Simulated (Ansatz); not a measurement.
A working Ansatz (a first-principles code) input for RbTmS₂ (P1, 4 atoms in the cell) (DFT, PBEsol, plane waves, default PAW files made with PBE):

Ansatz 0.2 input:
```yaml
crystal:
  lattice:
    - [2.010000, 1.160474, 7.612667]
    - [-2.010000, 1.160474, 7.612667]
    - [0.000000, -2.320948, 7.612667]
  atoms:
    - { symbol: Tm, position_ang: [0.006713, 0.029557, 11.557056], spin: 2.0 }
    - { symbol: S, position_ang: [-0.067194, -0.004902, 5.206037] }
    - { symbol: S, position_ang: [0.085974, -0.010246, 17.488656] }
    - { symbol: Rb, position_ang: [-0.025491, -0.014408, 0.005260] }
kpoints:
  mp_grid: { grid: [5, 5, 5] }
hamiltonian:
  xc: pbesol
  pseudopotentials: { kind: paw }
magnetization:
  spin_polarized: true
scf:
  occupations: { method: gaussian, width: 0.1 }
output:
  forces: true
  eigenvalues: true
  stress: true
```

The run converged in 25 iterations: free energy E − TS (on the zero of these files) -17788.8204 eV; Fermi level (on the code's own zero) 6.69 eV; pressure -0.72 GPa; largest force (vector length) 1.718 eV/Å; size of the cell's spin moment 1.91 μB. Each of these slips is then made, one at a time:

(1)
```diff
+    - { symbol: Rb, position_ang: [-0.070716, 0.165122, 0.080923] }
```

(2)
```diff
-  mp_grid: { grid: [5, 5, 5] }
+  mp_grid: { grid: [1, 1, 1] }
```

(3)
```diff
+  max_iter: 40
+  convergence: { dr2_threshold: 1.0e-22 eV }
```

How does each altered input end?


(1) One atom entered twice. The run converged in 34 iterations without an error; against the sound input the pressure goes from -0.72 to 2898 GPa, the largest force goes from 1.718 to 28960 eV/Å and the size of the net moment goes from 0.48 to 0.41 μB/atom.

(2) A single k-point for a small metallic cell. The run converged in 24 iterations without an error; against the sound input the free energy goes up by 1.30 eV/atom, the pressure goes from -0.72 to 9.68 GPa, the largest force goes from 1.718 to 2.683 eV/Å and the size of the net moment moves little (0.48 to 0.50 μB/atom).

(3) A threshold far tighter than needed, beside a limit on iterations. The run ended unconverged after 40 iterations.
```
did not converge after 40 iterations: onsite_residual = 2.29e-15 (threshold 1.00e-22), under the density mixer `msr1`, which `scf.mixing.algorithm: auto` chose by the deck's other keys (type `scf.mixing.algorithm: msr1` to keep it); raise `scf.max_iter`, which need not help a stalled SCF, or adjust the mixing (`scf.mixing`) or, under a smearing, it [...]
```

The starting cell comes from a database of published, mostly measured structures (it also holds non-ambient and calculated ones), without a prior relaxation at this level. Its atoms were displaced at random from the sites of space group no. 166. With one magnetic atom in the cell only a parallel order is possible. With U or open f shells several self-consistent states can exist. The f electrons are in the valence without U or exact exchange, which can misplace them near the Fermi level. Spin-orbit terms, which matter for f shells, are left out. In the base run, forces exceed 1 eV/Å. Ansatz's pressure includes its estimate of the finite-basis (Pulay) stress.

Left out of this page: 4 runs of the series with a known weakness of the program.
